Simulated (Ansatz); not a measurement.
Start from Rh in the fcc (Cu type) structure (space group Fm-3m, No. 225; a = 3.802 Å; relaxed with 0.1 eV smearing). Axes: x, y, z lie along the cube axes.

Structures relaxed with Ansatz (a first-principles code) r2SCAN, without spin-orbit coupling.

Base:

Simulated powder pattern, Mo Kα, λ = 0.71073 Å (kinematic, ideal powder, no thermal factors, no anomalous dispersion; the 14 strongest lines at most, above 2 %, up to 2θ = 40°):

```
2θ (°)  I/Imax (%)    hkl
------  ----------  -----
18.64          100  (111)
21.55           49  (200)
30.66           33  (220)
36.12           39  (311)
37.79           11  (222)
```

It is then changed as follows: tensile biaxial strain of 1.67 % in the plane normal to [111], as in epitaxy on a mismatched substrate; the out-of-plane cell vector and the atoms relax.

**Question.** Predict the new powder pattern.

**Answer.** 
Simulated powder pattern, Mo Kα, λ = 0.71073 Å (kinematic, ideal powder, no thermal factors, no anomalous dispersion; the 14 strongest lines at most, above 2 %, up to 2θ = 40°):

```
2θ (°)  I/Imax (%)       hkl
------  ----------  --------
18.38          100  (1 1 -1)
18.81           31     (111)
21.38           65     (200)
30.15           23  (2 0 -2)
30.69           21     (220)
35.54           13  (1 1 -3)
35.77           26  (3 1 -1)
36.24           12     (311)
37.26           11  (2 2 -2)
38.15          3.5     (222)
```

The indices refer to the base's conventional cell; one index is shown for lines that coincide. The space group is now R-3m (No. 166).

Stability against distortions was not tested. All final runs are without spin polarisation. Rh lies near a magnetic instability that expansion can trigger; it was not tested.
